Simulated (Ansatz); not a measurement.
Several settings converged on the (100) slab of TaN (cut from a parent of space group no. 189; 12 atoms in the cell)

```
CELL_PARAMETERS angstrom
      5.23454     0.00000     0.00000
      0.00000     2.92932     0.00000
      0.00000     0.00000    22.09088
ATOMIC_POSITIONS crystal
  Ta 0.75000 0.00000 0.39739
  Ta 0.25000 0.50000 0.46580
  Ta 0.25000 0.50000 0.32899
  N  0.55380 0.00000 0.47792
  N  0.55380 0.00000 0.31687
  N  0.14239 0.00000 0.39739
  Ta 0.25000 0.00000 0.60261
  Ta 0.75000 0.50000 0.67100
  Ta 0.75000 0.50000 0.53420
  N  0.05380 0.00000 0.68313
  N  0.05380 0.00000 0.52208
  N  0.64239 0.00000 0.60261
```

Base method: PBEsol, default PAW files made with PBE (plane waves; Ansatz, a quantum-chemistry and plane-wave program).

Base settings: basis.ecutwfc = 30.9 Ry; kpoints.mp_grid.grid = 3 6 1; hamiltonian.xc = pbesol; hamiltonian.pseudopotentials = {kind: paw} (the program's default PAW files); scf.occupations.method = fermi_dirac; scf.occupations.width = 0.0073 Ry.

The count of work is k-points × plane waves × bands × iterations; it is no time. 

**The vacuum**

The mesh stays at the base's, so the ladder's end is converged at best in this setting alone.

Only quantities that move along the ladder and can be compared are tabulated.

```csv
vacuum between outermost atoms (Å),free energy less the last step's (meV/atom),largest difference of a force vector from the last step's (eV/Å),count of work / last
3.0,-59.33,0.729,0.26
4.0,-15.58,0.225,0.32
5.0,-3.93,0.060,0.34
6.0,-1.02,0.009,0.37
7.0,-0.29,0.003,0.40
8.0,-0.07,0.001,0.42
10.0,0.01,0.000,0.48
12.0,0.01,0.000,0.52
14.0,0.04,0.000,0.58
17.0,0.01,0.000,0.66
20.0,0.00,0.000,0.74
25.0,0.02,0.000,0.87
30.0,0.00,0.000,1.0
```

Smallest vacuum between outermost atoms (Å) that holds the free energy within 5 meV/atom of the last step, with all finer ones: 5.0, at 0.34 of the last step's count of work; the step before is off by 16 meV/atom.

Smallest vacuum between outermost atoms (Å) that holds the forces within 0.01 eV/Å of the last step, with all finer ones: 6.0, at 0.37 of the last step's count of work; the step before is off by 0.060 eV/Å.

**The plane-wave cutoff**

The mesh stays at the base's, so the ladder's end is converged at best in this setting alone.

Only quantities that move along the ladder and can be compared are tabulated.

| basis.ecutwfc | free energy less the last step's (meV/atom) | largest difference of a force vector from the last step's (eV/Å) | count of work / last |
|---|---|---|---|
| 15.4 Ry | 1646.67 | 0.218 | 0.14 |
| 18.4 Ry | 558.14 | 0.077 | 0.20 |
| 21.7 Ry | 169.79 | 0.021 | 0.25 |
| 26.1 Ry | 29.70 | 0.008 | 0.31 |
| 30.9 Ry | 2.99 | 0.001 | 0.39 |
| 37.1 Ry | 0.45 | 0.001 | 0.52 |
| 46.3 Ry | 0.15 | 0.000 | 0.72 |
| 61.7 Ry | 0.00 | 0.000 | 1.0 |

Coarsest basis.ecutwfc that holds the forces within 0.02 eV/Å of the last step, with all finer ones: 26.1 Ry, at 0.31 of the last step's count of work; the step before is off by 0.021 eV/Å.

Coarsest basis.ecutwfc that holds the free energy within 1 meV/atom of the last step, with all finer ones: 37.1 Ry; the step before is off by 3.0 meV/atom.

On the base run: the starting cell comes from a database of computed structures (which also holds hypothetical and non-ambient phases and stackings), without a prior relaxation at this level. The slab is cut from that crystal, and its faces are unrelaxed. Its lattice was rescaled by up to half a per cent. Spin polarisation is off. In the base run, forces exceed 1 eV/Å. Without a gap this mesh is coarse (it stands for a supercell whose shortest in-plane vector is 16 Å).

Left out of this page: 1 run of the series outside the window shown, repeating another row's setting, or not comparable.

Keys are those of Ansatz 0.2.
